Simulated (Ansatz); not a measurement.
The parent structure is HfO₂ in the fluorite structure (space group Fm-3m, No. 225; a = 5.001 Å). Axes: x, y, z lie along the cube axes.

The values are results of Ansatz (a quantum-chemistry and plane-wave program) LDA, spin-orbit coupling left out, not measurements.

One thing is altered: the cell is compressed by 0.50 % along z with no lateral relaxation, atoms relaxed at fixed cell.

**Question.** Predict the stress tensor and what it implies for the stiffness.

**Answer.** Stress of the strained cell less that of the base (GPa, compression positive):
```
   0.61    0.00    0.00
   0.00    0.61    0.00
   0.00    0.00    3.06
```

Then −Δσ_ii/ε with ε = -0.0050 gives relaxed-ion elastic constants: C33 ≈ 613 GPa, C13 ≈ 123 GPa and C23 ≈ 123 GPa.

No phonon test of stability was made. This is not the structure that HfO2 has at room temperature and ambient pressure.
